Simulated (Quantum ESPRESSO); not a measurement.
# Habitual settings against a tight run: CsGeBr3 (Pm-3m, 5 atoms in the cell)

Self-consistent single point.

```
CELL_PARAMETERS angstrom
      5.43816     0.00000     0.00000
      0.00000     5.43816     0.00000
      0.00000     0.00000     5.43816
ATOMIC_POSITIONS crystal
  Cs 0.00000 0.00000 0.00000
  Ge 0.50000 0.50000 0.50000
  Br 0.50000 0.50000 0.00000
  Br 0.00000 0.50000 0.50000
  Br 0.50000 0.00000 0.50000
```

Computed with PBEsol, PseudoDojo standard norm-conserving (PBESOL) pseudopotentials (plane waves; Quantum ESPRESSO 7.5).

Base settings: ecutwfc = 80 Ry; occupations = fixed; potentials = {Cs: Cs.upf, Ge: Ge.upf, Br: Br.upf}; K_POINTS = automatic 4 4 4 0 0 0; nbnd = 26; conv_thr = 1e-10 Ry.

Tight run (finer mesh or higher cutoff; not a proven limit): ecutwfc: 80 Ry → 112 Ry; conv_thr: 1e-10 Ry → 7.3e-11 Ry; K_POINTS: automatic 4 4 4 0 0 0 → automatic 6 6 6 0 0 0. It gave top of the valence band (on the code's own zero) 5.65 eV; gap on the k-point mesh 0.25 eV; pressure 0.56 GPa.

Quick runs, as changes from the base:
- A: the base itself
- B: ecutwfc: 80 Ry → 64 Ry; occupations: fixed → smearing; nbnd: 26 → default; conv_thr: 1e-10 Ry → 7.3e-05 Ry; K_POINTS: automatic 4 4 4 0 0 0 → automatic 6 6 6 0 0 0; smearing: default → mp; degauss: default → 0.0147 Ry; potentials: PseudoDojo standard norm-conserving (LDA) [LDA (PW92)]
- C: ecutwfc: 80 Ry → 40 Ry; K_POINTS: automatic 4 4 4 0 0 0 → automatic 2 2 2 0 0 0
- D: ecutwfc: 80 Ry → 48 Ry; occupations: fixed → smearing; nbnd: 26 → default; K_POINTS: automatic 4 4 4 0 0 0 → automatic 3 3 3 0 0 0; smearing: default → cold; degauss: default → 0.0099958 Ry
- E: occupations: fixed → smearing; nbnd: 26 → default; conv_thr: 1e-10 Ry → 7.3e-06 Ry; smearing: default → cold; degauss: default → 0.0099958 Ry

Dashes: energy of B, another energy zero; gap of B, no gap found; time of C, D, E, under 30 s; gap of D, left out as unsure on this mesh or at this smearing.

Gaps are read on each run's own mesh, which may miss the band edges.

† marks runs with another functional, U, potentials or spin treatment: their distance from the tight run is not a convergence error alone.

The count of work is k-points × plane waves × bands × iterations; it is no time. Core times come from one kind of shared machine and are given to one figure; runs under 30 s give none.

The starting cell comes from a database of computed structures (which also holds hypothetical and non-ambient phases and stackings), without a prior relaxation at this level. Its lattice was rescaled by a random factor within 2.5 % of one.

| run | energy less tight (meV/atom) | pressure less tight (GPa) | gap on the mesh less tight (eV) | count of work / tight | core time / tight (rough) |
|---|---|---|---|---|---|
| A | 14.9 | 0.26 | -0.011 | 0.30 | 0.3 |
| B† | – | -3.29 | – | 0.19 | 0.2 |
| C | 6898.9 | -136.51 | 0.022 | 0.048 | – |
| D | 1604.5 | -53.02 | – | 0.056 | – |
| E | 15.0 | 0.20 | -0.010 | 0.17 | – |

Among the runs at the tight run's level, the energy misses run from 14.9 to 6898.9 meV/atom.

Left out of this page: 1 run of the series outside the window shown, repeating another row's setting, or not comparable.
